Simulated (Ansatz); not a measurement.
Level of theory: PBE (plane waves to 420 eV, PAW; Ansatz, a program for electronic structure).

Planar average of the electrostatic potential across the slab, in eV from the Fermi level, for a constructed model of the (111) surface of fcc Pt (in the relaxation 3 Pb–Pt bonds broke), (√3x√3)R30° surface alloy, Pb on one Pt site of the top plane (bottom of the slab: a bare face, its two planes held):

(z (Å), V (eV)): (3.72, 5.68); (4.01, 5.68); (4.30, 5.67); (4.58, 5.67); (4.87, 5.67); (5.16, 5.65); (5.44, 5.63); (5.73, 5.56); (6.02, 5.42); (6.30, 5.09); (6.59, 4.34); (6.88, 2.61); (7.16, -1.88); (7.45, -11.14); (7.73, -19.94); (8.02, -23.33); (8.31, -19.53); (8.59, -10.68); (8.88, -2.24); (9.17, 0.16); (9.45, -2.99); (9.74, -11.80); (10.03, -20.32); (10.31, -23.56); (10.60, -19.81); (10.89, -11.07); (11.17, -2.63); (11.46, -0.16); (11.74, -3.34); (12.03, -12.18); (12.32, -20.57); (12.60, -23.56); (12.89, -19.64); (13.18, -10.80); (13.46, -2.45); (13.75, -0.10); (14.04, -3.36); (14.32, -12.24); (14.61, -20.60); (14.90, -23.54); (15.18, -19.53); (15.47, -10.65); (15.76, -2.32); (16.04, 0.05); (16.33, -3.01); (16.61, -11.77); (16.90, -20.29); (17.19, -23.53); (17.47, -19.75); (17.76, -10.96); (18.05, -2.42); (18.33, 0.33); (18.62, -2.12); (18.91, -8.65); (19.19, -14.86); (19.48, -18.66); (19.77, -17.61); (20.05, -12.20); (20.34, -6.85); (20.62, -4.00); (20.91, -1.11); (21.20, 1.81); (21.48, 3.04); (21.77, 3.57); (22.06, 3.81); (22.34, 3.92); (22.63, 3.98); (22.92, 4.00); (23.20, 4.01); (23.49, 4.02); (23.78, 4.02); (24.06, 4.02); (24.35, 4.02); (24.64, 4.02)

Slab: 18 atoms, 11.5 Å thick at the start; k 9x9x1, smearing 0.1 eV, dipole-corrected; 6 atoms held, the rest relaxed; start symmetry kept, larger cells not searched; no spin, no spin-orbit, no U. It is one candidate, not shown to be the stable structure of the face.

**Question.** The surface cell has an area of 20.47 Å². What dipole along the normal does the step between the two vacuum levels imply?

**Answer.** the top vacuum level lies 1.65 eV below the bottom one; p = −ε₀ A ΔV (ε₀ = 0.005526 e/(V·Å)) gives 0.19 e·Å a cell.
